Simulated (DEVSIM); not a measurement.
System: TaN/AlN/p-Si capacitor, at 500 K.

```
layer (left to right)  material  thickness (nm)  Na (cm⁻³)
---------------------  --------  --------------  ---------
1                           AlN            29.0          -
2                            Si           12000     2.3e15
```

Metal gate on the left, work function 4.4 eV. Fixed charge at the semiconductor interface -1.2e11 cm⁻² (in units of +e); no interface traps.

Constants are typed, rounded textbook-type inputs, not results; the design itself was drawn at random and stands for no fabricated device. Values at 300 K; Nc and Nv go as T^1.5, mobilities as T to minus their exponent, the gap by Varshni's rule with the affinity fixed.

| parameter | AlN | Si |
|---|---|---|
| gap (eV) | 6.1 | 1.124 |
| affinity (eV) | 1.9 | 4.05 |
| permittivity | 8.5 | 11.7 |
| Nc (cm⁻³) | - | 2.86e19 |
| Nv (cm⁻³) | - | 3.1e19 |
| Varshni α (eV/K) | - | 0.000473 |
| Varshni β (K) | - | 636 |

Simulated with DEVSIM: 1D Poisson equation in equilibrium, Boltzmann statistics, complete ionisation; no quantum confinement or tunnelling. Metal contacts follow the ideal Schottky-Mott rule: no Fermi-level pinning, no interface dipoles.

Q: Tabulate band edges, carrier densities and field at 2.0 V on the gate.

A: Energies count from the Fermi level of the right contact; mesh points crowd at the junctions.

| x (μm) | Ec (eV) | Ev (eV) | n (cm⁻³) | p (cm⁻³) | field (V/cm) |
|---|---|---|---|---|---|
| 0.000 | 0.500 | -5.600 | < 1e2 | < 1e2 | 590000 |
| 0.001855 | 0.610 | -5.490 | < 1e2 | < 1e2 | 590000 |
| 0.006433 | 0.881 | -5.219 | < 1e2 | < 1e2 | 590000 |
| 0.01677 | 1.494 | -4.606 | < 1e2 | < 1e2 | 590000 |
| 0.02626 | 2.057 | -4.043 | < 1e2 | < 1e2 | 590000 |
| 0.02864 | 2.198 | -3.902 | < 1e2 | < 1e2 | 590000 |
| 0.03012 | 0.106 | -0.960 | 5.3e18 | 1.4e10 | 270000 |
| 0.03641 | 0.199 | -0.866 | 6.1e17 | 1.2e11 | 91000 |
| 0.05074 | 0.280 | -0.785 | 9.2e16 | 8.1e11 | 38000 |
| 0.09116 | 0.376 | -0.689 | 9.9e15 | 7.6e12 | 17000 |
| 0.1971 | 0.497 | -0.568 | 6.0e14 | 1.2e14 | 8200 |
| 0.6625 | 0.621 | -0.445 | 3.4e13 | 2.2e15 | 250 |
| 1.724 | 0.623 | -0.442 | 3.2e13 | 2.3e15 | ≈ 0 |
| 4.560 | 0.623 | -0.442 | 3.2e13 | 2.3e15 | ≈ 0 |
| 9.859 | 0.623 | -0.442 | 3.2e13 | 2.3e15 | ≈ 0 |
| 11.22 | 0.623 | -0.442 | 3.2e13 | 2.3e15 | ≈ 0 |
| 11.73 | 0.623 | -0.442 | 3.2e13 | 2.3e15 | ≈ 0 |
| 11.92 | 0.623 | -0.442 | 3.2e13 | 2.3e15 | ≈ 0 |
| 12.00 | 0.623 | -0.442 | 3.2e13 | 2.3e15 | ≈ 0 |
| 12.02 | 0.623 | -0.442 | 3.2e13 | 2.3e15 | ≈ 0 |
| 12.03 | 0.623 | -0.442 | 3.2e13 | 2.3e15 | ≈ 0 |
| 12.03 | 0.623 | -0.442 | 3.2e13 | 2.3e15 | ≈ 0 |
